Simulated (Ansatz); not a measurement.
A user runs Ansatz (a quantum-chemistry and plane-wave program) on La2H5 (I4_1md, 14 atoms in the cell) and asks whether the run is sound. The aim is a self-consistent single point with DFT, PBEsol, plane waves, default PAW files made with PBE.

Cell that was meant: a = 6.9083 Å, b = 6.9083 Å, c = 6.9083 Å, α = 132.41°, β = 132.41°, γ = 69.59°.

Part of the input:

Ansatz 0.2 input:
```yaml
scf:
  occupations:
    method: gaussian
    width: 2.0
output:
  forces: true
  eigenvalues: true
```

Output (repeated stretches shortened):

```
WARN basis.ecutwfc = 420 eV, the default
WARN ansatz: RAYON_NUM_THREADS=1 ignored (pool sized by the plan → 1); use --threads N
   [... lines left out ...]
k-points: 28 of 216 (time reversal used)
PAW frozen core: La, regenerated for the run's functional, and the local potential with it
Initial density: superposition of atomic densities (neutral atoms: chi_scale 0, normalization atom), corrected by the library's trained network
Initial wavefunctions: pseudopotential atomic-orbital guess
Eigensolver: davidson
Functional: x = pbesol(κ = 0.804, μ = 0.12345679012345678), c = pbesol(β = 0.046)
SCF iter   1: F=—  HF=-24814.154316 eV  |F-HF|=—  |Δ(HF+E_count)|=         —  Δρ=3.48e-2  dr2=2.73e0  ethr=1.77e-3  ⟨swp⟩=4.2  Hψ=7213  notcnv=0
all-band conjugate gradients solve this SCF's bands
preconditioner: auto → Kerker (q_TF=auto, 2.240 Å⁻¹)
SCF iter   2: F=—  HF=-24813.754376 eV  |F-HF|=—  |Δ(HF+E_count)|=   4.00e-1  Δρ=2.00e-2  dr2=9.52e-1  ethr=1.77e-3  ⟨swp⟩=1.0  Hψ=2408  notcnv=0
   [... lines left out ...]
SCF iter   6: F=—  HF=-24813.516414 eV  |F-HF|=—  |Δ(HF+E_count)|=   2.32e-5  Δρ=2.93e-5  dr2=3.82e-6  ethr=1.24e-7  ⟨swp⟩=2.0  Hψ=2759  notcnv=0
SCF iter   7: F=—  HF=-24813.516413 eV  |F-HF|=—  |Δ(HF+E_count)|=   3.75e-7  Δρ=6.36e-6  dr2=1.07e-7  ethr=7.08e-9  ⟨swp⟩=2.0  Hψ=2391  notcnv=0
SCF iter   8: F=-24813.516413 eV  HF=-24813.516413 eV  |F-HF|=1.87e-9  |Δ(HF+E_count)|=   5.64e-9  Δρ=1.29e-6  dr2=4.38e-9  ethr=1.85e-10  ⟨swp⟩=5.6  Hψ=5627  notcnv=0
SCF 1 converged in 8 iterations: F = -24813.516413 eV  dr2 = 4.38e-9
Free energy (F): -24813.516413 eV
Internal energy: -24806.609973 eV  (E = F + TS)
E sigma→0 (E₀):  -24810.063193 eV
Entropy (-TS):   -6.906440 eV (-493.317 meV/atom)
Fermi energy:    8.984494 eV
--- Forces (eV/Å), atoms counted from 1 ---
  atom   1  La     0.00000000     0.00000000     0.42360093
  atom   2  La     0.00000000    -0.00000000     0.42360093
  atom   3  La    -0.00000000    -0.00000000    -0.45146875
  atom   4  La    -0.00000000     0.00000000    -0.45146875
  atom   5  H     -0.00591438     0.00932740    -0.00667410
  atom   6  H     -0.00932740    -0.00591438    -0.00667410
  atom   7  H      0.00591438    -0.00932740    -0.00667410
   [... lines left out ...]
  atom  14  H      0.00000000     0.00000000     0.05456333
--- Stress (GPa, compression-positive) ---
        0.940155      -0.000000      -0.000000
       -0.000000       0.940155      -0.000000
       -0.000000       0.000000       0.545292
  P = ⅓ Tr σ = 0.8085 GPa (8.085 kbar)
  The stress holds the Pulay correction. Without it, at fixed plane waves, as pw.x and ABINIT print it: P = 0.7185 GPa
```

Problem. Is anything amiss in this input, and did it matter?

Solution. The run is not sound. The fault is a smearing width that is far too large. A width of many tenths of an electronvolt moves electrons far across the Fermi level or the gap, and the free energy and its derivatives carry a large smearing term. To fix it, use a width small against the gap or band features. The run converged in 8 iterations without an error; against the sound input the free energy goes down by 210 meV/atom, the pressure goes from -2.36 to 0.81 GPa and the largest force goes from 0.092 to 0.451 eV/Å.

The sound input it was made from differs as follows (other fixes are possible):
```diff
-    width: 2.0
+    width: 0.272
```

With that input, the run converged in 7 iterations: free energy E − TS (on the zero of these files) -24810.5745 eV; Fermi level (on the code's own zero) 9.73 eV; pressure -2.36 GPa; largest force (vector length) 0.092 eV/Å (DFT, PBEsol, plane waves, default PAW files made with PBE).

On the sound input: the starting cell comes from a database of computed structures (which also holds hypothetical and non-ambient phases and stackings), without a prior relaxation at this level. Ansatz's pressure includes its estimate of the finite-basis (Pulay) stress.
